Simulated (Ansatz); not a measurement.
Here is the system:

End structure of the (310) surface of alpha tin in its 1x1 cell, outermost plane spacing 1.05 Å in the ideal cut:

```xyz
22
Lattice="6.6570 0.0000 0.0000 0.0000 10.5256 0.0000 0.0000 0.0000 27.0000" Properties=species:S:1:pos:R:3 pbc="T T T"
Sn     2.1953     7.2293     9.0986
Sn     6.1259     1.9665     9.0986
Sn     0.3393     4.8016     9.0952
Sn     1.3249    10.0644     9.0952
Sn     3.4999     1.1673    10.2521
Sn     4.8213     6.4300    10.2521
Sn     0.0311     8.4282    11.3107
Sn     1.6332     3.1654    11.3107
Sn     3.3154     5.2956    12.4549
Sn     5.0058     0.0328    12.4549
Sn     0.0705     2.1051    13.5000
Sn     1.5938     7.3679    13.5000
Sn     3.3154     9.4402    14.5451
Sn     5.0058     4.1774    14.5451
Sn     0.0311     6.3076    15.6893
Sn     1.6332     1.0448    15.6893
Sn     3.4999     3.0430    16.7479
Sn     4.8213     8.3058    16.7479
Sn     0.3393    -0.5913    17.9048
Sn     1.3249     4.6714    17.9048
Sn     2.1953     7.5066    17.9014
Sn     6.1259     2.2438    17.9014
```

Slab: 22 atoms, 10.5 Å thick at the start; k 6x4x1, smearing 0.1 eV, dipole-corrected; all atoms relaxed; held to the start's symmetry, so lower structures may exist; no spin, no spin-orbit, no U.

**Question.** Give the surface energy (mean of both faces) at the level Ansatz (an electronic-structure program) with PBE.

**Answer.** 0.55 J/m²

**Question.** Predict the work function of the top face from PBE.

**Answer.** 4.05 eV
